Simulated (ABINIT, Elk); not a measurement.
An ABINIT input for a self-consistent single point of PtAl2 (Fm-3m, 3 atoms in the cell) (DFT, PBE, plane waves, norm-conserving pseudopotentials (PseudoDojo nc-sr-05 PBE standard)):

```
# PtAl2, PseudoDojo nc-sr-05 PBE standard
pp_dirpath "./"
pseudos "Al.upf, Pt.upf"
acell 3*1.0
rprim
         0.0000000000    5.5950406386    5.5950406386
         5.5950406386    0.0000000000    5.5950406386
         5.5950406386    5.5950406386    0.0000000000
natom 3
ntypat 2
znucl 13 78
typat 1 1 2
xred
         0.2500000000    0.2500000000    0.2500000000
         0.7500000000    0.7500000000    0.7500000000
         0.0000000000    0.0000000000    0.0000000000
ecut 42
occopt 3
tsmear 0.00499791
nband 17
kptopt 1
ngkpt 13 13 13
nshiftk 1
shiftk 0 0 0
nstep 100
tolvrs 1.0e-11
prtwf 0
prtden 0
enunit 2
```

Problem. Write the same calculation as an input for Elk.

Solution. One input that does it (others would too):

```
tasks
  0

xctype
  20

rgkmax
  7.5

gmaxvr
  16.0

nxlo
  2

lorbcnd
  .true.

lmaxi
  2

swidth
  0.00499791

maxscl
  100

scale
  7.912582353

avec
    0.0000000000    0.7071067812    0.7071067812
    0.7071067812    0.0000000000    0.7071067812
    0.7071067812    0.7071067812    0.0000000000

sppath
  'species/'

atoms
  2
  'Al.in'
  2
  0.2500000000  0.2500000000  0.2500000000    0.0 0.0 0.0
  0.7500000000  0.7500000000  0.7500000000    0.0 0.0 0.0
  'Pt.in'
  1
  0.0000000000  0.0000000000  0.0000000000    0.0 0.0 0.0

ngridk
  13 13 13
```

Basis, cutoffs, solver keys and any potentials are the target program's own. This input uses DFT, PBE, all-electron FP-LAPW, Elk's shipped species files, APW+lo basis with extra local orbitals.

The starting cell has typed, rounded lattice constants, without a prior relaxation at this level. Its lattice was rescaled by a random factor within 2.5 % of one. For this run, on top of that: lattice scaled by 0.98.
